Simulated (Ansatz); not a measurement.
## GaN (space group Pm-3n, No. 223; a hypothetical phase, not in the database extracts checked)

```cif
data_Ga6N6
_chemical_formula_sum 'Ga6 N6'
_space_group_name_H-M_alt 'Pm-3n'
_space_group_IT_number 223
_space_group_name_Hall '-P 4n 2 3'
_cell_length_a 5.57136
_cell_length_b 5.57136
_cell_length_c 5.57136
_cell_angle_alpha 90.000
_cell_angle_beta 90.000
_cell_angle_gamma 90.000
loop_
_atom_site_label
_atom_site_type_symbol
_atom_site_symmetry_multiplicity
_atom_site_Wyckoff_symbol
_atom_site_fract_x
_atom_site_fract_y
_atom_site_fract_z
_atom_site_occupancy
Ga1 Ga 6 c 0.00000 0.50000 0.25000 1
N1 N 6 d 0.00000 0.25000 0.50000 1
```

Level of theory: PBE in Ansatz (plane waves to 420 eV, PAW, no spin-orbit coupling). k-mesh 5×5×5 (Γ-centred); smearing 0.05 eV (Fermi–Dirac).

```yaml
volume_per_atom: 14.41 Å³
density: 4.82 g/cm³
band_gap: 1.50 eV, direct at Γ
electron_mass: 0.19 mₑ
Lowest conduction-band minima above the VBM: Γ 1.50 eV
total_energy: -2083.828 eV/atom (σ→0; compares only within this code and set-up)
```

Effective masses come from finite differences of ±0.01 Å⁻¹. Whether these cells are dynamically stable was not tested.

Ansatz is an electronic-structure program.
